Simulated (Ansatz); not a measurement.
Worked example: self-consistent single point of Cu₂SnS₃ (Imm2, 6 atoms in the cell) in Ansatz (a quantum-chemistry and plane-wave program).

Computed with LDA (PW92), default PAW files made with PBE (plane waves; Ansatz).

```yaml
crystal:
  lattice:
    - [-1.93636, 5.74511, 2.69006]
    - [1.93636, -5.74511, 2.69006]
    - [1.93636, 5.74511, -2.69006]
  atoms:
    - { symbol: Cu, position: [0.83834, 0.00924, 0.82910] }
    - { symbol: Cu, position: [0.18014, 0.00924, 0.17090] }
    - { symbol: Sn, position: [0.48029, 0.98029, 0.50000] }
    - { symbol: S, position: [0.06052, 0.73668, 0.32384] }
    - { symbol: S, position: [0.41284, 0.73668, 0.67616] }
    - { symbol: S, position: [0.77786, 0.77786, 0.00000] }
```

Reference input (self-consistent single point, DFT, LDA (PW92), plane waves, default PAW files made with PBE): kpoints.mp_grid.grid = 5 5 5; hamiltonian.xc = lda; hamiltonian.pseudopotentials = {kind: paw} (the program's default PAW files); scf.occupations.method = fermi_dirac; scf.occupations.width = 0.05 eV. This run's input differs from it in these lines:

```diff
@@ -23,3 +23,3 @@
     method: fermi_dirac
-    width: 0.05
+    width: 0.1
 output:
```

Log, with long lists cut:

```
SCF iter   1: F=—  HF=-21601.677787 eV  |F-HF|=—  |Δ(HF+E_count)|=         —  Δρ=1.22e-2  dr2=1.09e-1  ethr=1.77e-3  ⟨swp⟩=6.6  Hψ=4722  notcnv=0
all-band conjugate gradients solve this SCF's bands
preconditioner: auto → Kerker (q_TF=auto, 2.495 Å⁻¹)
SCF iter   2: F=—  HF=-21601.671684 eV  |F-HF|=—  |Δ(HF+E_count)|=   6.10e-3  Δρ=9.63e-3  dr2=8.79e-2  ethr=1.56e-4  ⟨swp⟩=2.0  Hψ=2415  notcnv=0  defer=15
   [... lines left out ...]
SCF iter   5: F=—  HF=-21601.649663 eV  |F-HF|=—  |Δ(HF+E_count)|=   1.69e-4  Δρ=1.63e-4  dr2=5.25e-5  ethr=1.11e-6  ⟨swp⟩=1.0  Hψ=1122  notcnv=0  defer=15
SCF iter   6: F=—  HF=-21601.649651 eV  |F-HF|=—  |Δ(HF+E_count)|=   1.18e-5  Δρ=5.89e-5  dr2=5.05e-6  ethr=7.49e-8  ⟨swp⟩=2.3  Hψ=1639  notcnv=0  defer=14
SCF iter   7: F=—  HF=-21601.649652 eV  |F-HF|=—  |Δ(HF+E_count)|=   1.00e-6  Δρ=2.66e-5  dr2=8.13e-7  ethr=7.22e-9  ⟨swp⟩=2.2  Hψ=1627  notcnv=0  defer=13
SCF iter   8: F=-21601.649652 eV  HF=-21601.649652 eV  |F-HF|=8.21e-9  |Δ(HF+E_count)|=   3.29e-8  Δρ=3.70e-6  dr2=2.21e-8  ethr=1.43e-10  ⟨swp⟩=6.3  Hψ=4775  notcnv=0
SCF 1 converged in 8 iterations: F = -21601.649652 eV  dr2 = 2.21e-8
Free energy (F): -21601.649652 eV
Internal energy: -21601.626836 eV  (E = F + TS)
E sigma→0 (E₀):  -21601.638244 eV
Entropy (-TS):   -0.022816 eV (-3.803 meV/atom)
Fermi energy:    8.602167 eV
--- Forces (eV/Å), atoms counted from 1 ---
  atom   1  Cu     0.00000000     0.00163180    -0.00440774
  atom   2  Cu     0.00000000    -0.00163180    -0.00440774
  atom   3  Sn     0.00000000     0.00000000     0.11070110
  atom   4  S      0.00000000    -0.27135905    -0.17732041
  atom   5  S      0.00000000     0.27135905    -0.17732041
  atom   6  S      0.00000000     0.00000000     0.25276502
--- Stress (GPa, compression-positive) ---
       -3.792282       0.000000       0.000000
        0.000000      -3.500880       0.000000
        0.000000       0.000000      -3.661577
  P = ⅓ Tr σ = -3.6516 GPa (-36.516 kbar)
  The stress holds the Pulay correction. Without it, at fixed plane waves, as pw.x and ABINIT print it: P = -3.7034 GPa
```

The run converged in 8 iterations. Against the reference run the free energy drops by 1.3 meV/atom, the pressure hardly changes (-3.72 to -3.65 GPa) and the largest force goes from 0.301 to 0.324 eV/Å.

The starting cell comes from a database of computed structures (which also holds hypothetical and non-ambient phases and stackings), without a prior relaxation at this level. Spin polarisation is off. With a pressure of about -4 GPa the cell is away from its equilibrium volume at this level. Ansatz's pressure includes its estimate of the finite-basis (Pulay) stress. The run gives no clean gap (levels at the Fermi energy touch, overlap or are partly filled at this smearing), which alone does not show that the compound is a metal.

Keys are those of Ansatz 0.2.
